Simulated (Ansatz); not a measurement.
## SiC (space group P6_3mc, No. 186)

```cif
data_C4Si4
_chemical_formula_sum 'Si4 C4'
_space_group_name_H-M_alt 'P 1'
_space_group_IT_number 1
_cell_length_a 3.09415
_cell_length_b 3.09415
_cell_length_c 10.12926
_cell_angle_alpha 90.000
_cell_angle_beta 90.000
_cell_angle_gamma 120.000
loop_
_space_group_symop_operation_xyz
  'x, y, z'
loop_
_atom_site_label
_atom_site_type_symbol
_atom_site_fract_x
_atom_site_fract_y
_atom_site_fract_z
_atom_site_occupancy
Si1 Si 0.00000 0.00000 0.00031 1
Si2 Si 0.00000 0.00000 0.50031 1
Si3 Si 0.66667 0.33333 0.75025 1
Si4 Si 0.33333 0.66667 0.25025 1
C1 C 0.00000 0.00000 0.81285 1
C2 C 0.00000 0.00000 0.31285 1
C3 C 0.66667 0.33333 0.56221 1
C4 C 0.33333 0.66667 0.06221 1
```

Calculations: DFT with PBE, PAW potentials and a 420 eV plane-wave cutoff in Ansatz (a first-principles code), no spin-orbit coupling. Γ-centred 12×12×4 mesh, Fermi–Dirac width 0.05 eV.

- Volume per atom = 10.50 Å³
- Density = 3.17 g/cm³
- Band gap = 2.22 eV, indirect, Γ → M
- Total energy = -443.581 eV/atom (σ→0; compares only within this code and set-up)

Whether these cells are dynamically stable was not tested.
